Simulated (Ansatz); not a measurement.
Evanescent states of LiTaO3 (R3c, 10 atoms a cell, 10.5 Å³ an atom) along the normal of (001)

Method: PBEsol (plane waves, PAW; Ansatz, a quantum-chemistry and plane-wave program).

No gap correction and no spin-orbit coupling; mid-gap is the computed energy nearest the middle.

Energies count from the valence-band top; κ is the least over a 12×12 mesh across the current.

| E (eV) | κ (1/Å) | where |
|---|---|---|
| 0.09 | 0.199 | off Γ |
| 0.27 | 0.275 | Γ |
| 0.45 | 0.306 | Γ |
| 0.63 | 0.332 | Γ |
| 0.81 | 0.351 | off Γ |
| 0.99 | ___ | off Γ |
| 1.17 | ___ | off Γ |
| 1.35 | ___ | off Γ |
| 1.53 | ___ | off Γ |
| 1.71 | ___ | off Γ |
| 1.89 | ___ | off Γ |
| 2.07 | ___ | off Γ |
| 2.25 | ___ | off Γ |
| 2.43 | ___ | off Γ |
| 2.61 | ___ | off Γ |
| 2.79 | ___ | off Γ |
| 2.97 | 0.318 | off Γ |
| 3.15 | 0.293 | off Γ |
| 3.33 | 0.260 | Γ |
| 3.51 | 0.213 | Γ |
| 3.69 | 0.143 | Γ |

Fill in the missing entries.


- 0.99, κ (1/Å): 0.364
- 1.17, κ (1/Å): 0.374
- 1.35, κ (1/Å): 0.381
- 1.53, κ (1/Å): 0.386
- 1.71, κ (1/Å): 0.388
- 1.89, κ (1/Å): 0.386
- 2.07, κ (1/Å): 0.382
- 2.25, κ (1/Å): 0.375
- 2.43, κ (1/Å): 0.366
- 2.61, κ (1/Å): 0.354
- 2.79, κ (1/Å): 0.338
